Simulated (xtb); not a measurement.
xtb 6.7.1, GFN1-xTB: Al(H)2(NMe3) (C[N](C)(C)->[AlH2+]), charge +1, multiplicity 1, 16 atoms. The geometry is a generated start, not checked to be a minimum at this level.

```
Item                       Value
-----------------  -------------
run flags                 --grad
method                  GFN1-xTB
--acc                1 (default)
--etemp (K)        300 (default)
basis functions               48
valence electrons             30
```

```xyz
16

Al     0.2190     0.9202     1.6885
H     -1.0093     1.6704     2.1880
H      1.6054     0.7868     2.3032
C     -1.4464    -0.2239    -0.2500
N     -0.0067    -0.0189    -0.0340
C      0.7119    -1.2986     0.0455
C      0.5591     0.8006    -1.1163
H     -1.6379    -0.7185    -1.2052
H     -1.9603     0.7435    -0.2394
H     -1.8571    -0.8372     0.5576
H      1.7644    -1.1131     0.2873
H      0.6560    -1.8448    -0.8994
H      0.2813    -1.9161     0.8381
H      0.4609     0.3016    -2.0835
H      0.0408     1.7616    -1.1599
H      1.6189     0.9864    -0.9205
```

Charge 1 and multiplicity 1 are set for this test and not shown to be the ground state.

One run each on 1 thread. Values of broydamp tried: 0.02, 0.05, 0.1, 0.2, 0.4 (default), 0.6, 0.8, 1.

Question: How does the count of SCC iterations change with broydamp, and where is it least?

Answer: Fewest SCC iterations, within one of each other: 0.4 (default) with 8, 0.6 with 9. The count rises to 14 at 0.02. All converge to one solution.

```csv
broydamp,SCC iterations,end
0.02,14,same solution
0.05,14,same solution
0.1,13,same solution
0.2,11,same solution
0.4 (default),8,same solution
0.6,9,same solution
0.8,10,same solution
1,11,same solution
```
